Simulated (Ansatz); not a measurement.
**Sensitivity of a calculation on a (001) slab of W (cut from a parent of space group no. 229; 8 atoms in the cell) to its settings**

```yaml
crystal:
  lattice:
    - [3.21122, 0.00000, 0.00000]
    - [0.00000, 3.21122, 0.00000]
    - [0.00000, 0.00000, 21.09610]
  atoms:
    - { symbol: W, position: [0.00000, 0.00000, 0.31215] }
    - { symbol: W, position: [0.50000, 0.50000, 0.23701] }
    - { symbol: W, position: [0.00000, 0.00000, 0.46243] }
    - { symbol: W, position: [0.50000, 0.50000, 0.38729] }
    - { symbol: W, position: [0.00000, 0.00000, 0.61271] }
    - { symbol: W, position: [0.50000, 0.50000, 0.53757] }
    - { symbol: W, position: [0.00000, 0.00000, 0.76299] }
    - { symbol: W, position: [0.50000, 0.50000, 0.68785] }
```

Base run A: LDA (PW92), PAW files made with PBE (Ansatz, a first-principles code), self-consistent single point.

Its settings: kpoints.mp_grid.grid = 8 8 1; hamiltonian.xc = lda; hamiltonian.pseudopotentials = {kind: paw} (the program's default PAW files); scf.occupations.method = cold; scf.occupations.width = 0.1 eV.

The starting cell comes from a database of computed structures (which also holds hypothetical and non-ambient phases and stackings), without a prior relaxation at this level. The slab is cut from that crystal, and its faces are unrelaxed. Its lattice was rescaled in the plane by a random factor within 2.5 % of one. Spin-orbit coupling is off. Spin polarisation is off. In the base run, forces exceed 1 eV/Å.

ΔF is the free energy per atom less that of run A. 

| run | change | ΔF (meV/atom) | largest force (eV/Å) | k-points |
|---|---|---|---|---|
| A | base | 0.00 | 2.733 | 15 |
| B | scf.occupations.width: 0.1 eV → 0.01 eV | -0.46 | 2.675 | 15 |
| C | vacuum of 18 angstrom (first run: 10 Å) | -0.02 | 2.733 | 15 |
| D | vacuum of 12 angstrom (first run: 10 Å); efield.axis: default → 3; efield.dipole_correction: default → true | -0.01 | 2.734 | 15 |
| E | scf.convergence.dr2_threshold: default (1e-07 eV) → 0.001 eV | 0.01 | 2.731 | 15 |
| F | kpoints.mp_grid.grid: 8 8 1 → 6 6 1; scf.occupations.width: 0.1 eV → 0.3 eV | 5.9 | 2.630 | 10 |
| G | crystal.symmetry.detect: default → false | 0.00 | 2.733 | 34 |
| H | scf.mixing.preconditioner: default (the program chose LDOS) → kerker | 0.00 | 2.733 | 15 |
| I | scf.mixing.algorithm: default (the program chose MSR1) → broyden; scf.mixing.ndim: default → 12 | 0.00 | 2.733 | 15 |

Run F against A: The free energy rises by 5.9 meV/atom and the largest force goes from 2.733 to 2.630 eV/Å.

Run H against A: The free energy stays essentially unchanged (within 1 meV/atom) and the largest force stays at 2.733 eV/Å.

Keys are those of Ansatz 0.2.
